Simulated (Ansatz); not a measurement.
# Point defect W_Ga in beta Ga2O3

The numbers are results of PBE, PAW (plane waves to 420 eV; Ansatz, a program for electronic structure), not measurements. A supercell of 120 sites (1×3×2 repeats of a cell of 20 atoms) was used; the energies come from a 2×2×2 shifted sampling of its zone. Site at the start: the Ga(2) site. Energies of charged states are corrected for periodic images (point charge plus alignment at distant sites). Dielectric constants: PBE linear response of the host. Host gap at this level: 2.01 eV. A cell of this size leaves errors of a few tenths of an eV. The semilocal functional narrows the gap, so deep levels can fall outside it. Spin–orbit coupling is left out, which matters for these heavy elements. Each state is the lowest found from its start.

Charges with a result: +2, +1, 0, −1. Others weren't obtained, and one of them could lie lower, also by skipping a charge.

| charge | moment (μB) | point group | largest move off a lattice site (Å) | image correction with alignment (eV) | above the lowest spin state (eV) |
|---|---|---|---|---|---|
| +2 | 1.0 | Cs | 0.14 | 0.84 | 0.00 |
| +1† | 2.0 | – | 0.09 | 0.28 | 0.00 |
| +1* | not spin-polarised | Cs | 0.13 | – | 0.36 |
| 0† | 2.0 | – | 0.08 | 0.00 | 0.00 |
| 0† | 2.0 | – | 0.08 | 0.00 | 0.00 |
| −1† | 2.0 | – | 0.08 | -0.08 | 0.00 |
| −1† | not spin-polarised | – | 0.10 | -0.08 | 0.48 |

* At this level the carrier isn't localised at the defect: . Such a state is shallow or no state of the defect, and this cell gives it no level.

† Not settled in this cell, so no level is given: charge +1: level within 0.1 eV of a band edge or past it; charge 0: a level filled in part, carriers not clearly localised, level within 0.1 eV of a band edge or past it; charge −1: level within 0.1 eV of a band edge or past it.

Point groups are those of the whole cell at tolerances of 0.03 and 0.1 Å ("near" where only the looser one holds); none is given for unsettled states.

Starting moments that weren't kept: charge 0 began with 3 μB and ended with 2.0; charge 0 began with 1 μB and ended with 2.0; charge −1 began with 4 μB and ended with 2.0.

No other site or start that was run ended lower by more than 0.1 eV.

Flagged in the runs: a doubtful potential alignment, a host whose relaxation on this sampling wasn't shown to rest, a strain field that reaches the edge of the cell.
